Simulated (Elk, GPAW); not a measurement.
An Elk input for a self-consistent single point of Ta2Co (I4/mcm, 6 atoms in the cell) (DFT, PBEsol, all-electron FP-LAPW, Elk's shipped species files, default APW+lo basis):

```
tasks
  0

xctype
  22

rmtscf
  0.88

swidth
  0.00367493

maxscl
  100

avec
   -5.6338348262    5.6338348262    4.5979020825
    5.6338348262   -5.6338348262    4.5979020825
    5.6338348262    5.6338348262   -4.5979020825

sppath
  './'

atoms
  2
  'Ta.in'
  4
  0.1613500000  0.6613500000  0.8227000000    0.0 0.0 0.0
  0.8386500000  0.3386500000  0.1773000000    0.0 0.0 0.0
  0.6613500000  0.8386500000  0.5000000000    0.0 0.0 0.0
  0.3386500000  0.1613500000  0.5000000000    0.0 0.0 0.0
  'Co.in'
  2
  0.7500000000  0.7500000000  0.0000000000    0.0 0.0 0.0
  0.2500000000  0.2500000000  0.0000000000    0.0 0.0 0.0

ngridk
  6 6 6
```

Q: Write the same calculation as an input for GPAW.

A: One input that does it (others would too):

```python
from ase import Atoms
from ase.units import GPa
from gpaw import GPAW

atoms = Atoms(['Ta', 'Ta', 'Ta', 'Ta', 'Co', 'Co'],
              cell=[[-2.981297, 2.981297, 2.433105],
                    [2.981297, -2.981297, 2.433105],
                    [2.981297, 2.981297, -2.433105]],
              positions=[[3.943362, 0.962065, 0.000000],
                         [-0.962065, 2.019232, 2.433105],
                         [2.019232, 0.962065, 2.433105],
                         [0.962065, 2.019232, 0.000000],
                         [-0.000000, 0.000000, 3.649657],
                         [0.000000, 0.000000, 1.216552]],
              pbc=True)

calc = GPAW(mode={'name': 'pw', 'ecut': 800},
            xc='PBEsol',
            kpts={'size': (6, 6, 6), 'gamma': True},
            occupations={'name': 'fermi-dirac', 'width': 0.1},
            nbands=-14,
            symmetry={'symmorphic': False, 'tolerance': 0.0005},
            maxiter=100)

atoms.calc = calc

energy = atoms.get_potential_energy()
print('Energy (eV):', round(energy, 6))
forces = atoms.get_forces()
print('Forces (eV/Ang):')
print(forces.round(5))
stress = atoms.get_stress()
print('Stress (GPa, Voigt):', (stress / GPa).round(4))
```

Basis settings and potentials, where a program has them, do not carry over. This input uses DFT PBEsol, plane waves, GPAW PAW datasets PBEsol (made by gpaw-setup).

The starting cell comes from a database of computed structures (which also holds hypothetical and non-ambient phases and stackings), without a prior relaxation at this level. For this run, on top of that: lattice scaled by 0.98.
